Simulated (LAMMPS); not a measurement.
System: SnO2 (rutile), 576 atoms, at 2000 K and 0 GPa, heated as the crystal.

Method: classical MD, Buckingham potential of Woodley, Battle, Gale and Catlow, Phys. Chem. Chem. Phys. 1, 2535 (1999), used with rigid ions (no shells), PPPM sums, short-range terms cut at 10 Å, modified for these runs by an r^-4 repulsive force inside the short-range force's maximum; code LAMMPS.

Starting crystal:

```
SnO2
1.0
    4.74000     0.00000     0.00000
    0.00000     4.74000     0.00000
    0.00000     0.00000     3.19000
Sn O
2 4
Direct
  0.00000   0.00000   0.00000
  0.50000   0.50000   0.50000
  0.30700   0.30700   0.00000
  0.80700   0.19300   0.50000
  0.19300   0.80700   0.50000
  0.69300   0.69300   0.00000
```

Predict the state found, the most common O-Sn-O angle, the mean frequency of the vibrational (phonon) density of states.

state found: crystal; no diffusion seen in 21 ps; most common O-Sn-O angle: at the 3° bin centred on 88.5°, after smoothing over three bins (mean of all 107°); mean frequency of the vibrational (phonon) density of states: 15.7 THz.

Caution: the potential ionic pair potential woodley1999 is fitted for structure prediction of static crystals. Caution: a run this short can hold a crystal over, or a liquid under, the potential's own melting point, which these runs don't give.
